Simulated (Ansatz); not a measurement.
# NaI, pressure series

The parent structure is NaI in the rock salt structure (space group Fm-3m, No. 225).

```xyz
2
Lattice="0.0000 3.2011 3.2011 3.2011 0.0000 3.2011 3.2011 3.2011 0.0000" Properties=species:S:1:pos:R:3 pbc="T T T"
Na     0.0000     0.0000     0.0000
I      3.2011     3.2011     3.2011
```

Cell and atoms are relaxed at each pressure.

Calculations: Kohn–Sham DFT with the PBEsol functional, run in Ansatz (a quantum-chemistry and plane-wave program) with PAW and 420 eV plane waves, no SOC.

Candidates:
(a) pressure 1.5 GPa
(b) pressure 5 GPa
(c) pressure 0.7 GPa
(d) pressure 3 GPa

For the base:

```
Quantity    Value
--------  -------
Band gap  3.60 eV
```

Task: Order them by band gap, highest first.

Result: (b) pressure 5 GPa (4.20 eV), (d) pressure 3 GPa (3.99 eV), (a) pressure 1.5 GPa (3.81 eV), (c) pressure 0.7 GPa (3.70 eV)

With I present, leaving out spin-orbit coupling can change the band edges. Load acts through the strain it causes; cell and atoms are relaxed under it. Stability against distortions was not tested. No other phases were tried under pressure.
